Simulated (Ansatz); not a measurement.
Take Hf in the hcp (Mg type) structure (space group P6_3/mmc, No. 194; relaxed with 0.1 eV smearing) as the base.

```
CELL_PARAMETERS angstrom
      3.20400     0.00000     0.00000
     -1.60200     2.77474     0.00000
      0.00000     0.00000     5.07257
ATOMIC_POSITIONS crystal
  Hf 0.66667 0.33333 0.75000
  Hf 0.33333 0.66667 0.25000
```

All numbers come from Ansatz (a program for electronic structure), PBE, PAW, cutoff 420 eV, spin-orbit coupling left out.

Strains are applied to the cell and any free atomic positions relax.

One change was made to it. Results:

```json
[
 {"quantity": "energy relative to the base (free energy F)", "base": "0 meV/atom", "after": "+6.9 meV/atom"},
 {"quantity": "pressure (mean of the normal stresses, compression positive)", "base": "0.0 GPa", "after": "3.4 GPa"}
]
```

Task: Which change produced these results?
(A) isotropic strain +0.50 %
(B) isotropic strain −2.00 %
(C) isotropic strain +1.50 %
(D) isotropic strain −1.00 %

Result: D, isotropic strain −1.00 %. For comparison, the energy relative to the base in the other runs: isotropic strain +1.50 % gives +15 meV/atom; isotropic strain +0.50 % gives +1.7 meV/atom; isotropic strain −2.00 % gives +28 meV/atom.

Stability against distortions was not tested. The final runs are not spin-polarised.
